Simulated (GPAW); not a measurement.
A self-consistent single point of SrZnIn₃ (I4mm, 5 atoms in the cell) with GPAW

Level of theory: LDA (Perdew-Wang 92), GPAW PAW datasets LDA (gpaw-data 1.0.1) (plane waves; GPAW 25.7.0).

This input was run:

```python
from ase import Atoms
from ase.units import GPa
from gpaw import GPAW, PW, FermiDirac

atoms = Atoms(['Sr', 'Zn', 'In', 'In', 'In'],
              cell=[[-2.337554, 2.337554, 6.121009],
                    [2.337554, -2.337554, 6.121009],
                    [2.337554, 2.337554, -6.121009]],
              scaled_positions=[[0.004780, 0.004780, 0.000000],
                                [0.613970, 0.613970, 0.000000],
                                [0.741980, 0.241980, 0.500000],
                                [0.241980, 0.741980, 0.500000],
                                [0.397300, 0.397300, 0.000000]],
              pbc=True)

calc = GPAW(mode=PW(800),
            xc='LDA',
            kpts=(5, 5, 5),
            occupations=FermiDirac(0.1),
            nbands=-13,
            convergence={'forces': 0.001},
            symmetry={'symmorphic': False, 'tolerance': 0.0005},
            maxiter=120)

atoms.calc = calc

energy = atoms.get_potential_energy()
print('Energy (eV):', round(energy, 6))
forces = atoms.get_forces()
print('Forces (eV/Ang):')
print(forces.round(5))
stress = atoms.get_stress()
print('Stress (GPa, Voigt):', (stress / GPa).round(4))
```

Log, with long lists cut:

```
Input parameters:
  convergence: {forces: 0.001}
  kpts: [5 5 5]
  maxiter: 120
  mode: {ecut: 800.0,
         name: pw}
  nbands: -13
  occupations: {fixmagmom: False,
                name: fermi-dirac,
                width: 0.1}
  symmetry: {symmorphic: False,
             tolerance: 0.0005}

species:
  Sr:
    name: Strontium
    Z: 38.0
    valence: 10
    core: 28
    charge: 0.0
    file: Sr.LDA.gz

    # Using partial waves for Sr as LCAO basis

  Zn:
    name: Zinc
    Z: 30.0
    valence: 12
    core: 18
    charge: 0.0
    file: Zn.LDA.gz

    # Using partial waves for Zn as LCAO basis

  In:
    name: Indium
    Z: 49.0
    valence: 13
    core: 36
    charge: 0.0
    file: In.LDA.gz

    # Using partial waves for In as LCAO basis

Reference energy: -614687.508032  # eV

Spin-paired calculation

Convergence criteria:
 Maximum [total energy] change in last 3 cyles: 0.0005 eV / valence electron
 Maximum integral of absolute [dens]ity change: 0.0001 electrons / valence electron
 Maximum integral of absolute [eigenst]ate change: 4e-08 eV^2 / valence electron
 Maximum change in the atomic [forces] across last 2 cycles: 0.001 eV/Ang OR
Maximum error relative to the maximum force is below inf
 Maximum number of scf [iter]ations: 120

Symmetries present (total): 8
Symmetries with fractional translations: 0
125 k-points: 5 x 5 x 5 Monkhorst-Pack grid
18 k-points in the irreducible part of the Brillouin zone
       k-points in crystal coordinates                weights
   0:     0.00000000    0.00000000    0.00000000          1/125
   1:     0.20000000   -0.20000000    0.00000000          4/125
   2:     0.20000000   -0.20000000    0.20000000          4/125
   [... 7 lines left out ...]
          ...
  17:     0.40000000    0.40000000    0.40000000          8/125

Wave functions: Plane wave expansion
  Cutoff energy: 800.000 eV
  Number of coefficients (min, max): 6837, 6898
  Pulay-stress correction: 0.000000 eV/Ang^3 (de/decut=0.000000)

Occupation numbers: Fermi-Dirac:
  width: 0.1000  # eV

Eigensolver

Densities:
  Coarse grid: 48*48*48 grid
  Fine grid: 96*96*96 grid
  Total Charge: 0.000000

Density mixing:
  Method: separate
  Backend: pulay
  Linear mixing parameter: 0.05
  old densities: 5
  Damping of long wavelength oscillations: 50

Hamiltonian:
  XC and Coulomb potentials evaluated on a 96*96*96 grid
  External potential:
    NoExternalPotential

Number of atoms: 5
Number of atomic orbitals: 41
Number of bands in calculation: 43
Number of valence electrons: 61
Bands to converge: occupied

Density initialized from atomic densities
  41 bands from LCAO basis set
  2 bands from random numbers

Atomic positions and initial magnetic moments

Positions:
   0 Sr     0.000000   -0.000000    0.058517    ( 0.0000,  0.0000,  0.0000)
   1 Zn     0.000000   -0.000000    7.516232    ( 0.0000,  0.0000,  0.0000)
   2 In     0.000000    2.337554    2.962324    ( 0.0000,  0.0000,  0.0000)
   3 In     2.337554    0.000000    2.962324    ( 0.0000,  0.0000,  0.0000)
   4 In    -0.000000    0.000000    4.863754    ( 0.0000,  0.0000,  0.0000)

Unit cell:
           periodic     x           y           z      points  spacing
  1. axis:    yes   -2.337554    2.337554    6.121009    48     0.0910
  2. axis:    yes    2.337554   -2.337554    6.121009    48     0.0910
  3. axis:    yes    2.337554    2.337554   -6.121009    48     0.0689

  Lengths:   6.956656   6.956656   6.956656
  Angles:  140.731228 140.731228  56.744698

Effective grid spacing dv^(1/3) = 0.1066

     iter     time        total  log10-change:
                         energy   eigst   dens  force
iter:   1 --:--:--   -16.069334
iter:   2 --:--:--   -16.247155   -0.80  -1.46
iter:   3 --:--:--   -16.057407   -1.81  -1.48
iter:   4 --:--:--   -16.223117   -1.45  -1.63
iter:   5 --:--:--   -16.057148   -2.51  -2.10
iter:   6 --:--:--   -16.024317   -2.76  -2.31
iter:   7 --:--:--   -16.008402   -3.47  -2.43
iter:   8 --:--:--   -16.007217c  -3.23  -2.74
iter:   9 --:--:--   -16.003559c  -3.83  -3.04
iter:  10 --:--:--   -16.003540c  -3.99  -3.47
iter:  11 --:--:--   -16.003510c  -5.53  -3.53
iter:  12 --:--:--   -16.003348c  -4.56  -3.57
iter:  13 --:--:--   -16.003329c  -5.98  -3.88
iter:  14 --:--:--   -16.003327c  -6.75  -4.12c
iter:  15 --:--:--   -16.003323c  -7.58c -4.17c
iter:  16 --:--:--   -16.003321c  -6.60  -4.21c
iter:  17 --:--:--   -16.003320c  -7.34  -4.29c
iter:  18 --:--:--   -16.003320c  -7.72c -4.37c -1.90
iter:  19 --:--:--   -16.003320c  -7.12  -4.46c
iter:  20 --:--:--   -16.003320c  -7.35  -4.70c
iter:  21 --:--:--   -16.003320c  -8.03c -4.85c -2.54
iter:  22 --:--:--   -16.003320c  -7.99c -4.91c -2.89
iter:  23 --:--:--   -16.003319c  -8.45c -5.07c -2.92
iter:  24 --:--:--   -16.003319c  -8.75c -5.34c -3.96c

Converged after 24 iterations.

Dipole moment: (0.000000, 0.000000, -2.895679) |e|*Ang

Energy contributions relative to reference atoms: (reference = -614687.508032)

Kinetic:        +16.602205
Potential:      -11.282808
External:        +0.000000
XC:             -21.573542
Entropy (-ST):   -0.055893
Local:           +0.278773
SIC:             +0.000000
--------------------------
Free energy:    -16.031266
Extrapolated:   -16.003319

Showing only first 2 kpts
 Kpt  Band  Eigenvalues  Occupancy
  0    28      4.66260    1.99999
  0    29      4.66260    1.99999
  0    30      6.57704    0.00328
  0    31      7.24756    0.00000

  1    28      4.21739    2.00000
  1    29      5.15040    1.99922
  1    30      5.35104    1.99425
  1    31      7.89547    0.00000

Fermi level: 5.93589

No gap
No difference between direct/indirect transitions
Energy (eV): -16.003319

Forces in eV/Ang:
  0 Sr    0.00000   -0.00000    0.03682
  1 Zn    0.00000    0.00000    0.07635
  2 In    0.00000   -0.00000   -0.01717
  3 In   -0.00000    0.00000   -0.01717
  4 In    0.00000   -0.00000   -0.07998

Stress tensor:
     0.023700     0.000000     0.000000
     0.000000     0.023700    -0.000000
     0.000000    -0.000000     0.033581
Stress (GPa, Voigt): [ 3.7972  3.7972  5.3803 -0.      0.      0.    ]
```

The run converged in 24 iterations. GPAW prints stress with tension positive.

The starting cell comes from a database of computed structures (which also holds hypothetical and non-ambient phases and stackings), without a prior relaxation at this level. Its lattice was rescaled by a random factor within 2.5 % of one. With a pressure of about -4 GPa the cell is away from its equilibrium volume at this level.

Cost on one core of a shared machine: roughly 8 min.
